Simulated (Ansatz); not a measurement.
CaO under load (space group I4/mmm), r2SCAN, rigid bands in Ansatz (a program for electronic structure). Condition of this run: uniaxial stress along [001] of 11 GPa (compression positive) (the target of the relaxation). Band gap 3.95 eV, N_c = 1.30e19 cm⁻³ and N_v = 5.21e19 cm⁻³ at 300 K, conductivity masses along z (a = (0.00, 2.41, 2.28) Å; b = (2.41, 0.00, 2.28) Å; c = (2.41, 2.41, 0.00) Å) of 1.33 mₑ (electrons) and 0.408 mₑ (holes). Take k_BT = 0.02585 eV.

### Question
What thermal injection velocity √(2k_BT/πm) limits a ballistic channel along the direction named?

### Answer
4.67e6 cm/s for electrons and 8.42e6 cm/s for holes, a ratio of √(m_h/m_e) = 0.554, for dilute carriers.

### Question
A film of it is 8 nm thick, with its normal along the direction named. Estimate the confinement energies in an infinite well.

### Answer
ħ²π²/(2m t²) = 0.376 eV·nm²/(m/mₑ × t²) gives 4.42 meV for electrons and 14.4 meV for holes, so the gap would widen to about 3.97 eV. Finite barriers and nonparabolic bands lower this, and with several valleys or bands the heaviest mass along the normal sets the lowest level, not this average.

### Question
Find the intrinsic carrier density and the intrinsic Fermi level.

### Answer
n_i = √(N_c N_v) exp(−E_g/2k_BT) = 2.60e19 × exp(−76.40) = 1.7e-14 cm⁻³. The level lies (k_BT/2) ln(N_v/N_c) = 18 meV from mid-gap (positive towards the conduction band). Each 0.1 eV added to the gap lowers n_i by a factor of 6.9.

Rigid bands with the computed gap; masses take one relaxation time for all states. Spin-orbit coupling is left out; where it splits the top of the valence band, N_v and the p-type Seebeck coefficient come out somewhat high without it. Geometry: cell and atoms relaxed with PBEsol.
